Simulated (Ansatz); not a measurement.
Relaxation of the outer planes of the (210) surface of fcc Ag in its 1x1 cell, outermost plane spacing 0.93 Å in the ideal cut.

Calculation: PBE (plane waves to 420 eV, PAW; Ansatz, an electronic-structure program).

Slab: 12 atoms, 10.2 Å thick at the start (thin: gaps and levels are the slab's own); k 10x8x1, smearing 0.1 eV, dipole-corrected; all atoms relaxed; held to the part of the start's symmetry that mesh and held atoms allow; no spin, no spin-orbit, no U.

| plane | atoms | bulk spacing to the next (Å) | relaxed spacing (Å) | change (%) | rumpling (Å) |
|---|---|---|---|---|---|
| 1 | Ag | 0.928 | 0.773 | -16.7 | 0.00 |
| 2 | Ag | 0.928 | 0.896 | -3.4 | 0.00 |
